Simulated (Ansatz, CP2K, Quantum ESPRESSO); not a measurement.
LaMg₂ (C2/m, 6 atoms in the cell) computed with different codes at matched settings

Self-consistent single point.

```
CELL_PARAMETERS angstrom
      6.21049    -1.71728     0.00000
      6.21049     1.71728     0.00000
     -2.00945     0.00000     7.82271
ATOMIC_POSITIONS crystal
  La 0.35666 0.35666 0.45450
  La 0.64334 0.64334 0.54550
  Mg 0.68483 0.68483 0.11425
  Mg 0.31517 0.31517 0.88575
  Mg 0.97793 0.97793 0.18040
  Mg 0.02207 0.02207 0.81960
```

Shared settings, as Ansatz (an electronic-structure program) writes them: kpoints.mp_grid.grid = 5 5 2; scf.occupations.method = fermi_dirac; scf.occupations.width = 0.1 eV. Potentials and cutoffs stand in the table.

```
code                                                                                             model  pressure (GPa)  largest force (eV/Å)        cutoff
----------------  ------------------------------------------------------------------------------------  --------------  --------------------  ------------
Ansatz                                                             LDA (PW92), PAW files made with PBE           -2.43                 0.182        420 eV
Quantum ESPRESSO                                   LDA (PZ), GBRV 1.5 ultrasoft (LDA) pseudopotentials           -2.33                 0.158         40 Ry
CP2K              LDA (Pade form), GPW, DZVP-MOLOPT-SR-GTH basis, GTH-PADE potentials (GTH_POTENTIALS)           -1.11                 0.252  grid 1000 Ry
```

Size of the force on each atom (eV/Å): Sizes of forces hide their directions.

```json
[
 {"code": "Ansatz", "La1": "0.182", "La2": "0.182", "Mg3": "0.060", "Mg4": "0.060", "Mg5": "0.099", "Mg6": "0.099"},
 {"code": "Quantum ESPRESSO", "La1": "0.158", "La2": "0.158", "Mg3": "0.060", "Mg4": "0.060", "Mg5": "0.098", "Mg6": "0.098"},
 {"code": "CP2K", "La1": "0.044", "La2": "0.044", "Mg3": "0.252", "Mg4": "0.252", "Mg5": "0.200", "Mg6": "0.200"}
]
```

The spread over the programs that give each value: pressure within 1.32 GPa; largest force within 0.094 eV/Å.

CP2K uses small atom-centred bases, whose incompleteness enters pressures, forces and empty levels differently from a plane-wave cutoff. Ansatz's pressure is given at a fixed set of plane waves, as the other plane-wave codes print theirs. The same LDA comes in different parametrisations, which differ slightly. In the pressure, CP2K (by 1.28) lies more than 1 GPa from the median of the plane-wave programs. In the force vectors, CP2K (by 0.198) lies more than 0.08 eV/Å from the median of the plane-wave programs.

The shared mesh is coarse (it stands for a supercell whose shortest vector is 16 Å), so the values are not converged in it.

The starting cell comes from a database of computed structures (which also holds hypothetical and non-ambient phases and stackings), without a prior relaxation at this level.

Left out of this page: Elk (not drawn, or without a comparable value).

Keys are those of Ansatz 0.2.
